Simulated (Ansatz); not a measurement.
The parent structure is MoS₂ in the 2H-MoS2 type structure (space group P6_3/mmc, No. 194; a = 3.1494 Å, c = 12.0903 Å; layered, stacked along the Cartesian z axis).

Computed with PBE-D3(BJ), PAW, 420 eV (Ansatz, a quantum-chemistry and plane-wave program; no spin-orbit coupling).

Before the change:

| Property | Value |
|---|---|
| Band gap | 0.78 eV |
| Hole mass | 1.0 mₑ along c, 0.61 mₑ across (at Γ) |

Modification: cell and atoms relaxed at a pressure of 7 GPa.

Question: Predict the new band gap and hole mass.

Answer: The band gap decreases by 0.393 eV (0.78 eV → 0.38 eV); the hole mass goes from 1.0 mₑ along c, 0.61 mₑ across (at Γ) to 1.4 mₑ along c, 0.40 mₑ across (at Γ).

Load acts through the strain it causes; cell and atoms are relaxed under it. Masses are band curvatures over ±0.01 Å⁻¹ around the edge. Whether these cells are dynamically stable was not tested. Competing high-pressure phases were not computed.
